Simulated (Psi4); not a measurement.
Psi4 1.11, PBE0/def2-svp: Nb(F)4(OEt) (CC[O][Nb]([F])([F])([F])[F]), 13 atoms. The geometry is a generated start, not checked to be a minimum at this level.

```yaml
task: energy
method: pbe0
basis: def2-svp
memory: 3 GB
maxiter: 100
keys_of_the_molecule_block: symmetry c1
scf_type: df (default)
diis_max_vecs: 10 (default)
e_convergence: 1e-06 (default)
d_convergence: 1e-06 (default)
dft_radial_points: 75 (default)
dft_spherical_points: 302 (default)
effective_core_potentials: those of the basis set, past Kr
basis_functions: 154
grid_points: 278676
```

```xyz
13

Nb    -1.7027    -0.7125    -0.2820
F     -1.8038    -2.1434     0.8999
F     -3.0711    -1.4468    -1.2396
F     -2.7570     0.7982    -0.0158
F     -0.6973    -0.8818    -1.8487
O     -0.3567    -0.0109     0.5694
C      0.8475     0.5309     0.9444
C      1.7380     0.6009    -0.2988
H      0.6750     1.5361     1.3601
H      1.3031    -0.1096     1.7168
H      1.2541     1.2294    -1.0495
H      2.7104     1.0138    -0.0494
H      1.8605    -0.4045    -0.7068
```

Charge 0 and multiplicity 1 are set for this test and not shown to be the ground state.

With the defaults (diis = true, scf_initial_accelerator = adiis, damping_percentage = 0, guess = auto, which took SAD, level_shift = 0, level_shift_cutoff = 0.01, diis_start = 1, soscf = false, soscf_start_convergence = 0.01) it converges in 11 SCF iterations. One run each on 2 threads, with these changes:
- soscf = true, soscf_start_convergence = 0.1
- scf_initial_accelerator = ediis
- level_shift = 0.1, level_shift_cutoff = 0.001
- guess = sap
- diis_start = 4
- guess = modhuckel
- guess = core
- diis = false, scf_initial_accelerator = none, damping_percentage = 60
- guess = sadno

Task: Name the settings that don't reach the solution of the defaults.

Result: No convergence: diis = false, scf_initial_accelerator = none, damping_percentage = 60 (the run ends without SCF convergence in 100 iterations). The rest reach the solution of the defaults.

```
setting                                                                SCF iterations  JK calls             end
---------------------------------------------------------------------  --------------  --------  --------------
soscf = true, soscf_start_convergence = 0.1                                         7        28   same solution
level_shift = 0.1, level_shift_cutoff = 0.001                                      10        11   same solution
the defaults                                                                       11        12   same solution
scf_initial_accelerator = ediis                                                    11        12   same solution
guess = modhuckel                                                                  12        45   same solution
guess = sadno                                                                      12        12   same solution
guess = core                                                                       16        16   same solution
guess = sap                                                                        16        16   same solution
diis_start = 4                                                                     18        19   same solution
diis = false, scf_initial_accelerator = none, damping_percentage = 60             100       101  no convergence
```

An SOSCF iteration holds several JK calls; a Hückel guess adds calls on atoms. 1 further run of the study ended by our limits or in an error and is left out.
